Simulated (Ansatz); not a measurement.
Ansatz (a quantum-chemistry and plane-wave program) run on Na3Tl (I4/mmm, 4 atoms in the cell): self-consistent single point.

Computed with LDA (PW92), PAW files made with PBE (plane waves; Ansatz).

The change in words: lattice scaled by 0.98. Reference geometry:
```
CELL_PARAMETERS angstrom
     -2.50044     2.50044     5.02086
      2.50044    -2.50044     5.02086
      2.50044     2.50044    -5.02086
ATOMIC_POSITIONS crystal
  Na 0.75000 0.25000 0.50000
  Na 0.25000 0.75000 0.50000
  Na 0.50000 0.50000 0.00000
  Tl 0.00000 0.00000 0.00000
```

Reference input (self-consistent single point, DFT, LDA (PW92), plane waves, PAW files made with PBE): kpoints.mp_grid.grid = 6 6 6; hamiltonian.xc = lda; hamiltonian.pseudopotentials = {kind: paw} (the program's default PAW files); scf.occupations.method = gaussian; scf.occupations.width = 0.272 eV. This run's input differs from it in these lines:

```diff
@@ -3,9 +3,9 @@
   lattice:
-    - [-2.500444, 2.500444, 5.020864]
-    - [2.500444, -2.500444, 5.020864]
-    - [2.500444, 2.500444, -5.020864]
+    - [-2.450435, 2.450435, 4.920447]
+    - [2.450435, -2.450435, 4.920447]
+    - [2.450435, 2.450435, -4.920447]
   atoms:
-    - { symbol: Na, position_ang: [0.000000, 2.500444, 2.510432] }
-    - { symbol: Na, position_ang: [2.500444, 0.000000, 2.510432] }
-    - { symbol: Na, position_ang: [0.000000, 0.000000, 5.020864] }
+    - { symbol: Na, position_ang: [0.000000, 2.450435, 2.460224] }
+    - { symbol: Na, position_ang: [2.450435, 0.000000, 2.460224] }
+    - { symbol: Na, position_ang: [0.000000, 0.000000, 4.920447] }
     - { symbol: Tl, position_ang: [0.000000, 0.000000, 0.000000] }
```

Output, abridged:

```
SCF iter   1: F=—  HF=-15549.051734 eV  |F-HF|=—  |Δ(HF+E_count)|=         —  Δρ=2.84e-2  dr2=1.66e0  ethr=3.10e-3  ⟨swp⟩=5.0  Hψ=2679  notcnv=0
all-band conjugate gradients solve this SCF's bands
preconditioner: auto → Kerker (q_TF=auto, 2.278 Å⁻¹)
SCF iter   2: F=—  HF=-15548.562319 eV  |F-HF|=—  |Δ(HF+E_count)|=   4.89e-1  Δρ=1.20e-2  dr2=3.96e-1  ethr=3.10e-3  ⟨swp⟩=2.0  Hψ=1310  notcnv=0  defer=1
   [... lines left out ...]
SCF iter   6: F=—  HF=-15548.414589 eV  |F-HF|=—  |Δ(HF+E_count)|=   1.96e-5  Δρ=8.61e-5  dr2=1.99e-5  ethr=3.65e-7  ⟨swp⟩=2.3  Hψ=1307  notcnv=0  defer=1
SCF iter   7: F=—  HF=-15548.414573 eV  |F-HF|=—  |Δ(HF+E_count)|=   1.61e-5  Δρ=2.50e-5  dr2=2.00e-6  ethr=4.97e-8  ⟨swp⟩=1.9  Hψ=765  notcnv=0  defer=1
SCF iter   8: F=—  HF=-15548.414572 eV  |F-HF|=—  |Δ(HF+E_count)|=   6.60e-7  Δρ=7.49e-6  dr2=1.37e-7  ethr=5.00e-9  ⟨swp⟩=2.0  Hψ=778  notcnv=0  defer=1
SCF iter   9: F=-15548.414572 eV  HF=-15548.414572 eV  |F-HF|=1.62e-9  |Δ(HF+E_count)|=   2.71e-8  Δρ=1.83e-6  dr2=5.93e-9  ethr=2.50e-10  ⟨swp⟩=5.5  Hψ=2797  notcnv=0
SCF 1 converged in 9 iterations: F = -15548.414572 eV  dr2 = 5.93e-9
Free energy (F): -15548.414572 eV
Internal energy: -15548.342512 eV  (E = F + TS)
E sigma→0 (E₀):  -15548.378542 eV
Entropy (-TS):   -0.072060 eV (-18.015 meV/atom)
Fermi energy:    4.137052 eV
--- Forces (eV/Å), atoms counted from 1 ---
  atom   1  Na    -0.00000000     0.00000000     0.00000000
   [... zero for the other atoms too ...]
--- Stress (GPa, compression-positive) ---
       -1.298209       0.000000       0.000000
        0.000000      -1.298209       0.000000
        0.000000       0.000000      -1.255554
  P = ⅓ Tr σ = -1.2840 GPa (-12.840 kbar)
  The stress holds the Pulay correction. Without it, at fixed plane waves, as pw.x and ABINIT print it: P = -1.2872 GPa
```

The run converged in 9 iterations. Against the reference run the free energy drops by 18.1 meV/atom and the pressure goes from -1.82 to -1.28 GPa.

The starting cell comes from a database of computed structures (which also holds hypothetical and non-ambient phases and stackings), without a prior relaxation at this level. Its lattice was rescaled by a random factor within 2.5 % of one. For this run, on top of that: lattice scaled by 0.98. Ansatz's pressure includes its estimate of the finite-basis (Pulay) stress.

Keys are those of Ansatz 0.2.
